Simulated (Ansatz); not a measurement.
**A self-consistent single point of ScSi (Cmcm, 4 atoms in the cell) with Ansatz (a program for electronic structure)**

Computed with LDA (PW92), default PAW files made with PBE (plane waves; Ansatz).

Input:

Ansatz 0.2 input:
```yaml
# ScSi
crystal:
  lattice:
    - [1.986975, -4.928723, 0.000000]
    - [1.986975, 4.928723, 0.000000]
    - [0.000000, 0.000000, 3.649113]
  atoms:
    - { symbol: Sc, position: [0.139210, 0.860790, 0.250000] }
    - { symbol: Sc, position: [0.860790, 0.139210, 0.750000] }
    - { symbol: Si, position: [0.419440, 0.580560, 0.250000] }
    - { symbol: Si, position: [0.580560, 0.419440, 0.750000] }
basis:
  ecutwfc: 420.0
kpoints:
  mp_grid: { grid: [9, 9, 9] }
hamiltonian:
  xc: lda
  pseudopotentials: { kind: paw }
scf:
  occupations: { method: fermi_dirac, width: 0.1 }
output:
  forces: true
  eigenvalues: true
  stress: true
```

Output (repeated stretches shortened):

```
WARN ansatz: RAYON_NUM_THREADS=1 ignored (pool sized by the plan → 1); use --threads N
Pseudopotentials: kind: paw
Pseudopotential: Sc, paw, valence charge 11
Pseudopotential: Si, paw, valence charge 4
Crystal: 4 atoms, lattice volume = 71.473 Å³
Basis set: ecut = 420 eV, 1395 PW (Γ)
Bands: 19, of which v1, the nominal top of the filled ones, is band 15 counted from 1 (14 counted from 0)
Symmetry: 8 space group operations
Space group: Cmcm (ITA 63), of the structure as read, at distance tolerance 4.1e-5 Å
k-points: 125 of 729
PAW frozen core: Sc, regenerated for the run's functional, and the local potential with it
PAW frozen core: Si, regenerated for the run's functional, and the local potential with it
Initial density: superposition of atomic densities (neutral atoms: chi_scale 0, normalization atom), corrected by the library's trained network
Initial wavefunctions: pseudopotential atomic-orbital guess
Eigensolver: davidson
Functional: x = slater, c = lda
SCF iter   1: F=—  HF=-5399.033225 eV  |F-HF|=—  |Δ(HF+E_count)|=         —  Δρ=4.70e-3  dr2=8.98e-3  ethr=1.77e-3  ⟨swp⟩=5.2  Hψ=11897  notcnv=0
all-band conjugate gradients solve this SCF's bands
preconditioner: auto → Kerker (q_TF=auto, 2.361 Å⁻¹)
SCF iter   2: F=—  HF=-5399.032046 eV  |F-HF|=—  |Δ(HF+E_count)|=   1.18e-3  Δρ=2.76e-3  dr2=3.63e-3  ethr=2.99e-5  ⟨swp⟩=1.0  Hψ=3379  notcnv=0
SCF iter   3: F=—  HF=-5399.031578 eV  |F-HF|=—  |Δ(HF+E_count)|=   4.68e-4  Δρ=4.14e-4  dr2=9.75e-5  ethr=1.21e-5  ⟨swp⟩=2.0  Hψ=2679  notcnv=0
SCF iter   4: F=—  HF=-5399.031556 eV  |F-HF|=—  |Δ(HF+E_count)|=   2.24e-5  Δρ=1.14e-4  dr2=7.45e-6  ethr=3.25e-7  ⟨swp⟩=3.0  Hψ=4441  notcnv=0
SCF iter   5: F=—  HF=-5399.031554 eV  |F-HF|=—  |Δ(HF+E_count)|=   1.31e-6  Δρ=2.46e-5  dr2=4.98e-7  ethr=2.48e-8  ⟨swp⟩=2.1  Hψ=3106  notcnv=0
SCF iter   6: F=-5399.031554 eV  HF=-5399.031554 eV  |F-HF|=2.69e-8  |Δ(HF+E_count)|=   1.05e-7  Δρ=6.92e-6  dr2=4.46e-8  ethr=3.33e-10  ⟨swp⟩=5.4  Hψ=9987  notcnv=0
SCF 1 converged in 6 iterations: F = -5399.031554 eV  dr2 = 4.46e-8
SCF converged after 6 iterations
Free energy (F): -5399.031554 eV
Harris-Foulkes:  -5399.031554 eV  (|F-HF|=2.69e-8)
Internal energy: -5398.961645 eV  (E = F + TS)
E sigma→0 (E₀):  -5398.996599 eV
Entropy (-TS):   -0.069910 eV (-17.477 meV/atom)
Fermi energy:    10.317963 eV
--- Per-component energies (eV) ---
  E_band       = -270.141653
  E_kinetic    = 608.422614
  E_local      = -1723.092892  (includes V_loc(G=0)·N_el)
  E_nonlocal   = 226.014018
  E_hartree    = 607.488559
  E_xc         = -319.710960
  E_vxc        = -356.376299  (∫ρ·V_xc dr)
  E_paw        = -2792.229323  (= ΣΔE_a)
  E_vpaw       = -240.083336  (= ΣTr[D̂ρ^β])
  E_aug_tail   = 0.000032  (compensation charges beyond the density's cutoff)
  E_ewald      = -2006.632199
  E_core_change = 0.778507  (= ΣΔE_core)
  E_smearing   = -0.069910  (= −TS)
  E_closure    = -0.000000  (closes the sum)
  Σ components = -5399.031554   (vs F -5399.031554, Δ=0.00e0)
--- Forces (eV/Å), atoms counted from 1 ---
  atom   1  Sc    -0.00000000     0.04378680     0.00000000
  atom   2  Sc     0.00000000    -0.04378680    -0.00000000
  atom   3  Si    -0.00000000     0.09527150    -0.00000000
  atom   4  Si     0.00000000    -0.09527150     0.00000000
  max |Σ_I F_I| component: 0.00e0 eV/Å
--- Stress (GPa, compression-positive) ---
       -4.563320       0.000000      -0.000000
        0.000000      -3.968228       0.000000
       -0.000000       0.000000      -3.903933
  P = ⅓ Tr σ = -4.1452 GPa (-41.452 kbar)
  The stress holds the Pulay correction. Without it, at fixed plane waves, as pw.x and ABINIT print it: P = -4.1726 GPa
--- Band table (eV; the first three rows and the last of 125) ---
  k-point 0: bands = ["-38.3295", "-38.2889", "-17.3769", "-17.2943", "-17.2566", "-17.2491", "-17.1493", "-17.1467", "-0.6290", "4.4269", "7.1536", "8.1163", "8.7861", "9.1517", "10.3762", "11.0331", "11.7134", "12.2137", "12.2435"]
  k-point 1: bands = ["-38.3276", "-38.2895", "-17.3692", "-17.2920", "-17.2566", "-17.2561", "-17.1600", "-17.1553", "-0.4914", "4.4722", "7.2529", "7.6289", "8.1218", "10.0360", "10.2979", "10.5423", "11.6031", "12.2426", "12.5870"]
  k-point 2: bands = ["-38.3225", "-38.2914", "-17.3475", "-17.2859", "-17.2729", "-17.2570", "-17.1946", "-17.1726", "-0.0841", "4.4050", "6.5402", "7.5256", "8.1469", "9.7976", "9.9285", "10.4264", "11.6744", "12.3587", "12.6789"]
  k-point 124: bands = ["-38.3044", "-38.3032", "-17.3779", "-17.3702", "-17.2744", "-17.2582", "-17.1681", "-17.1607", "1.7967", "2.8275", "5.6486", "6.5956", "8.7605", "9.0747", "10.0166", "10.4329", "11.5097", "11.9953", "12.4215"]
```

The run converged in 6 iterations.

The starting cell comes from a database of computed structures (which also holds hypothetical and non-ambient phases and stackings), without a prior relaxation at this level. Its lattice was rescaled by up to half a per cent. With a pressure of about -4 GPa the cell is away from its equilibrium volume at this level. Ansatz's pressure includes its estimate of the finite-basis (Pulay) stress.
